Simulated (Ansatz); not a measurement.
Take Au in the fcc (Cu type) structure (space group Fm-3m, No. 225; a = 4.125 Å; relaxed with 0.1 eV smearing) as the base.

All numbers come from r2SCAN (Ansatz, a quantum-chemistry and plane-wave program; PAW; 500 eV plane waves; no spin-orbit coupling).

For the base:

The pressure is 0.0 GPa.

Modification: an isotropic linear strain of +1.50 %; the atoms relax in the strained cell.

What does the calculation give for the pressure and energy relative to the base after the change?

The pressure goes from zero to -6.0 GPa; the energy goes up by 16 meV/atom.

No phonon test of stability was made.
